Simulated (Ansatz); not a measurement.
# Step by step: formation energy of Os_Ru in Ru (hcp, P6₃/mmc)

This concerns the formation energy of Os_Ru in Ru (hcp, P6₃/mmc). Reaction: Os (hcp) + 63 Ru (hcp) → cell A.

A: a supercell of 64 sites of Ru (hcp, P6₃/mmc) with Os on a Ru site (12 Ru at 2.66–2.72 Å); spin state with PBE: run without spin.

Method: Ansatz (an electronic-structure program), PAW, neutral cells at 0 K with nuclei at rest, on structures from PBE. Ansatz runs with its default PAW set. Other levels take these structures. The lattices are those relaxed with PBE, so at other levels the solids can be strained, which adds to the spread. Larger cells are relaxed from a start prepared with the learned potential CHGNet, on a coarser mesh till forces fall under 0.03 eV/Å, which some starts already meet. A dispersion term (D3(BJ), or D4 for r2SCAN) was computed beside these levels and is taken off wherever the name lacks it. Space groups of crystals are read within 0.01 Å. Spin-orbit coupling is left out. Mesh and cell size may move defect energies by 0.1 eV or more. Cell A has symmetry P-6m2 within 0.02 Å and got no random move, so less symmetric positions, which may lie lower, weren't tried.

Total energies of the cells in eV, at zero smearing width. They compare only within one column; the weights balance every element.

```tsv
cell	atoms	weight	PBE	PBE+D3(BJ)
A: Ru:Os_Ru	64	+1	-381742.02711	-381781.43125
Os (hcp)	2	−1/2	-22769.09540	-22770.37700
Ru (hcp)	64	−63/64	-376236.13743	-376275.48988
```

PBE: (-381742.02711) − 1/2 × (-22769.09540) − 63/64 × (-376236.13743) = -0.032 eV.

PBE+D3(BJ): (-381781.43125) − 1/2 × (-22770.37700) − 63/64 × (-376275.48988) = -0.057 eV.
